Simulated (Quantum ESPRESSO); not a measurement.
Quantum ESPRESSO run on Al2Se3O12 (R-3, 34 atoms in the cell): self-consistent single point.

Computed with PBEsol, GBRV 1.5 ultrasoft (PBESOL) pseudopotentials (plane waves; Quantum ESPRESSO).

The change in words: lattice scaled by 0.97. Reference geometry:
```
Al2(SeO4)3
1.0
    4.24131     2.44872     7.55873
   -4.24131     2.44872     7.55873
    0.00000    -4.89745     7.55873
Al Se O
4 6 24
Direct
  0.35184   0.35184   0.35184
  0.64816   0.64816   0.64816
  0.14169   0.14169   0.14169
  0.85831   0.85831   0.85831
  0.03333   0.75146   0.46195
  0.96667   0.24854   0.53805
  0.46195   0.03333   0.75146
  0.53805   0.96667   0.24854
  0.75146   0.46195   0.03333
  0.24854   0.53805   0.96667
  0.18572   0.52447   0.49059
  0.81428   0.47553   0.50941
  0.49059   0.18572   0.52447
  0.50941   0.81428   0.47553
  0.52447   0.49059   0.18572
  0.47553   0.50941   0.81428
  0.12272   0.89702   0.24443
  0.87728   0.10298   0.75557
  0.24443   0.12272   0.89702
  0.75557   0.87728   0.10298
  0.89702   0.24443   0.12272
  0.10298   0.75557   0.87728
  0.01119   0.79944   0.62928
  0.98881   0.20056   0.37072
  0.62928   0.01119   0.79944
  0.37072   0.98881   0.20056
  0.79944   0.62928   0.01119
  0.20056   0.37072   0.98881
  0.48157   0.81841   0.78986
  0.51843   0.18159   0.21014
  0.78986   0.48157   0.81841
  0.21014   0.51843   0.18159
  0.81841   0.78986   0.48157
  0.18159   0.21014   0.51843
```

Reference input (self-consistent single point, DFT, PBEsol, plane waves, GBRV 1.5 ultrasoft (PBESOL) pseudopotentials): ecutwfc = 40 Ry; ecutrho = 200 Ry; occupations = fixed; potentials = {Al: al_pbesol_v1.uspp.F.UPF, Se: se_pbesol_v1.uspp.F.UPF, O: o_pbesol_v1.2.uspp.F.UPF}; K_POINTS = automatic 3 3 3 0 0 0; nbnd = 100; conv_thr = 1e-08 Ry; mixing_beta = 0.4. This run's input differs from it in these lines:

```diff
@@ -26,5 +26,5 @@
 CELL_PARAMETERS angstrom
-   4.24131311     2.44872327     7.55873200
-  -4.24131311     2.44872327     7.55873200
-   0.00000000    -4.89744654     7.55873200
+   4.11407394     2.37526170     7.33197000
+  -4.11407394     2.37526170     7.33197000
+   0.00000000    -4.75052340     7.33197000
 ATOMIC_POSITIONS crystal
```

Output, abridged:

```
     Self-consistent Calculation

     iteration #  1     ecut=    40.00 Ry     beta= 0.40

     total energy              =   -1057.27986400 Ry
     estimated scf accuracy    <       9.97305044 Ry

     iteration #  2     ecut=    40.00 Ry     beta= 0.40

     total energy              =   -1059.73786080 Ry
     estimated scf accuracy    <       0.31251723 Ry

     iteration #  3     ecut=    40.00 Ry     beta= 0.40

     total energy              =   -1059.72856938 Ry
     estimated scf accuracy    <       0.10557816 Ry

   [... 7 blocks of this kind left out ...]

     iteration # 11     ecut=    40.00 Ry     beta= 0.40

     total energy              =   -1059.74966599 Ry
     estimated scf accuracy    <       0.00000120 Ry

     iteration # 12     ecut=    40.00 Ry     beta= 0.40
     End of self-consistent calculation

     highest occupied, lowest unoccupied level (ev):     2.8655    6.7470

!    total energy              =   -1059.74966629 Ry
     estimated scf accuracy    <          3.6E-09 Ry

     convergence has been achieved in  12 iterations

     Forces acting on atoms (cartesian axes, Ry/au):

     atom    1 type  1   force =     0.00000000    0.00000000   -0.00104416
     atom    2 type  1   force =     0.00000000    0.00000000    0.00104416
     atom    3 type  1   force =    -0.00000000   -0.00000000    0.00368515
     atom    4 type  1   force =     0.00000000    0.00000000   -0.00368515
     atom    5 type  2   force =    -0.00035627   -0.00466571   -0.00378750
   [... 25 lines left out ...]
     atom   31 type  3   force =     0.01112327    0.01729534   -0.01669751
   [... lines left out ...]

     Total force =     0.135435     Total SCF correction =     0.000207

          total   stress  (Ry/bohr**3)                   (kbar)     P=       75.42
   0.00051661  -0.00000000   0.00000000           76.00       -0.00        0.00
   0.00000000   0.00051661  -0.00000000            0.00       76.00       -0.00
   0.00000000   0.00000000   0.00050481            0.00        0.00       74.26

   JOB DONE.
```

The run converged in 12 iterations. Against the reference run the free energy hardly moves (within 1 meV/atom), the pressure goes from -6.42 to 7.54 GPa, the largest force goes from 0.645 to 0.792 eV/Å and the gap on the mesh goes from 2.915 to 3.882 eV.

The starting cell comes from a database of computed structures (which also holds hypothetical and non-ambient phases and stackings), without a prior relaxation at this level. Its lattice was rescaled by a random factor within 2.5 % of one. For this run, on top of that: lattice scaled by 0.97.

Cost on one core of a shared machine: roughly 5 min.
